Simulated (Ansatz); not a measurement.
The reference is SiO₂ in the rutile structure (space group P4_2/mnm, No. 136; a = 4.1852 Å, c = 2.6688 Å). Axes: x, y, z lie along a, b, c of the conventional cell.

The values are results of Kohn–Sham DFT with the r2SCAN functional, run in Ansatz (a program for electronic structure) with PAW and 500 eV plane waves, no spin-orbit coupling, not measurements.

Strains are applied to the cell and any free atomic positions relax; under biaxial strain the out-of-plane vector relaxes too; under stress the whole cell relaxes.

One change was made to it. Results:

| quantity | base | after |
|---|---|---|
| hole mass | 1.7 mₑ along c, 1.1 mₑ across (at Γ) | 1.4 mₑ along c, 1.0 mₑ across (at Γ) |
| band gap | 6.51 eV | 8.32 eV |
| electron mass | 0.38 mₑ along c, 0.48 mₑ across (at Γ) | 0.24 mₑ along c, 0.81 mₑ across (at Γ) |

Problem. Which of these changes matches the shifts?
(A) biaxial strain −1.25 %, plane normal [001], relaxed out of plane
(B) uniaxial stress, 5 GPa tension along x
(C) isotropic strain −5.64 %
(D) biaxial strain +1.56 %, plane normal [001], relaxed out of plane

Solution. C, isotropic strain −5.64 %. For comparison, the band gap in the other runs: uniaxial stress, 5 GPa tension along x gives 6.44 eV; biaxial strain +1.56 %, plane normal [001], relaxed out of plane gives 6.26 eV; biaxial strain −1.25 %, plane normal [001], relaxed out of plane gives 6.74 eV.

Effective masses come from finite differences of ±0.01 Å⁻¹. Beyond what the load breaks, stability against distortions was not tested.
